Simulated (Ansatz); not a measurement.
Take CdSe in the zinc blende structure (space group F-43m, No. 216; a = 6.0075 Å) as the base. Axes: x, y, z lie along the cube axes.

The values are results of LDA (Ansatz, an electronic-structure program), no spin-orbit coupling, not measurements.

For the base:

The electron mass is 0.041 mₑ (at Γ) and the valence-band top at Γ is 0.00, 0.00, 0.00 eV. The band gap is 0.41 eV.

The change: the cell is stretched by 2.00 % along z with no lateral relaxation; the atoms relax in the strained cell.

Q: What does the calculation give for the electron mass, valence-band top at Γ and band gap after the change?

A: The electron mass changes from 0.041 mₑ (at Γ) to 0.041 mₑ along z, 0.036 mₑ across (at Γ); the valence-band top at Γ (three highest levels, from the VBM) becomes 0.00, 0.00, -0.07 eV (base: 0.00, 0.00, 0.00 eV); the band gap drops by 0.062 eV (0.41 eV → 0.34 eV).

Masses are band curvatures over ±0.01 Å⁻¹ around the edge. No phonon test of stability was made.
